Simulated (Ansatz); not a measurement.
## A computed series for SnO2: response to strain

Base system: SnO$_{2}$ in the rutile structure (space group P4_2/mnm, No. 136; a = 4.8276 Å, c = 3.2379 Å). Axes: x, y, z lie along a, b, c of the conventional cell.

Strains are applied to the cell and any free atomic positions relax; under stress the whole cell relaxes.

Computed with PBE (Ansatz, a quantum-chemistry and plane-wave program, PAW, scalar-relativistic without spin-orbit coupling), earlier PAW set.

Before the change:

- Band gap: 0.68 eV

Task: The aim is a band gap between 0.59 eV and 0.64 eV. Which of these changes reaches it?
A) isotropic strain +3.67 %
B) uniaxial stress, 3 GPa tension along z
C) uniaxial strain ε_zz = −0.67 %

Result: B, uniaxial stress, 3 GPa tension along z. It gives 0.60 eV; uniaxial strain ε_zz = −0.67 % gives 0.77 eV; isotropic strain +3.67 % gives zero. Changes not listed may reach it too

Stability under load was not tested beyond the relaxation. The final runs are not spin-polarised. Gaps under 0.05 eV, about the width of the smearing, are given as zero. The zero or small gap of SnO2 under isotropic strain +3.67 % can change with the level of theory.
